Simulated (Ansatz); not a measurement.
## Bi, pressure series

The reference is Bi in the A7 type structure (space group R-3m, No. 166; a = 4.533 Å, c = 11.654 Å (hexagonal axes)).

Cell and atoms are relaxed at each pressure.

Calculations: PBE-D3(BJ) (Ansatz, an electronic-structure program), scalar-relativistic without spin-orbit coupling.

```json
[
 {"P (GPa)": "-2.00", "V (Å³/atom)": "36.968"},
 {"P (GPa)": "-1.00", "V (Å³/atom)": "35.591"},
 {"P (GPa)": "0.90", "V (Å³/atom)": "33.802"},
 {"P (GPa)": "2.10", "V (Å³/atom)": "32.954"},
 {"P (GPa)": "4.51", "V (Å³/atom)": "31.589"},
 {"P (GPa)": "9.00", "V (Å³/atom)": "29.722"},
 {"P (GPa)": "15.00", "V (Å³/atom)": "27.917"}
]
```

A third-order Birch–Murnaghan fit to these points gives V₀ = 34.61 Å³/atom, B₀ = 38 GPa and B₀′ = 5.7. At pressure 15 GPa the volume is 80.7 % of V₀.

Load acts through the strain it causes; cell and atoms are relaxed under it. Whether these cells are dynamically stable was not tested. Measured, Bi leaves this structure (for a monoclinic phase) near 2.5 GPa (temperature not stated; as listed in Olga Degtyareva, NATO science for peace and security series. B, Physics and biophysics (2010)).
